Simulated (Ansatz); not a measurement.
The parent structure is InAs in the zinc blende structure (space group F-43m, No. 216; a = 6.1866 Å).

(Cell as relaxed with PBE.)

Levels (all Ansatz, an electronic-structure program, PAW, earlier PAW set): PBE (420 eV, no spin-orbit coupling); r2SCAN (500 eV, spin-orbit coupling left out).

Each level relaxes its own structure.

```
base                      PBE    r2SCAN
-------------------  --------  --------
volume per atom      29.60 Å³  28.49 Å³
lattice parameter a   6.187 Å   6.108 Å
band gap                 zero   0.08 eV
```

Perturbation: every lattice vector is stretched by 2.79 %; the atoms relax in the strained cell.

```csv
quantity,PBE,r2SCAN
energy relative to the base (free energy F),+28 meV/atom,[?]
pressure,-3.3 GPa,[?]
band gap,zero,[?]
```

Problem. Given the PBE results, estimate those of r2SCAN.

Solution. 
- energy relative to the base (free energy F), r2SCAN: +32 meV/atom
- pressure, r2SCAN: -3.9 GPa
- band gap, r2SCAN: zero

PBE's energy relative to the base lies 3.9 meV/atom below r2SCAN's; PBE's pressure lies 0.6 GPa above r2SCAN's; the two agree on the band gap. Neither level is exact; r2SCAN is the comparison here, not a measurement.

A case with no gap was solved on a k-mesh chosen for an insulator, which is coarse for it. Whether these cells are dynamically stable was not tested. The final runs are not spin-polarised. A zero or small gap of InAs can be the functional's error rather than a property of the material.
